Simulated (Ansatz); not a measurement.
## Mg: pressure series

Take Mg in the hcp (Mg type) structure (space group P6_3/mmc, No. 194; a = 3.167 Å, c = 5.189 Å) as the base.

Cell and atoms are relaxed at each pressure.

The values are results of DFT with PBEsol, PAW potentials and a 420 eV plane-wave cutoff in Ansatz (a quantum-chemistry and plane-wave program), no spin-orbit coupling, not measurements.

```json
[
 {"P (GPa)": "-2.00", "V (Å³/atom)": "23.939"},
 {"P (GPa)": "-0.99", "V (Å³/atom)": "23.176"},
 {"P (GPa)": "0.90", "V (Å³/atom)": "22.017"},
 {"P (GPa)": "2.10", "V (Å³/atom)": "21.413"},
 {"P (GPa)": "4.50", "V (Å³/atom)": "20.404"},
 {"P (GPa)": "9.00", "V (Å³/atom)": "18.968"},
 {"P (GPa)": "15.00", "V (Å³/atom)": "17.585"},
 {"P (GPa)": "22.51", "V (Å³/atom)": "16.324"},
 {"P (GPa)": "30.00", "V (Å³/atom)": "15.367"}
]
```

Fit a third-order Birch–Murnaghan equation of state.

Least squares on P(V) = (3B₀/2)[(V₀/V)^(7/3) − (V₀/V)^(5/3)]·[1 + (3/4)(B₀′ − 4)((V₀/V)^(2/3) − 1)] gives V₀ = 22.54 Å³/atom, B₀ = 37 GPa and B₀′ = 3.9.

Load acts through the strain it causes; cell and atoms are relaxed under it. Stability against distortions was not tested. Competing high-pressure phases were not computed.
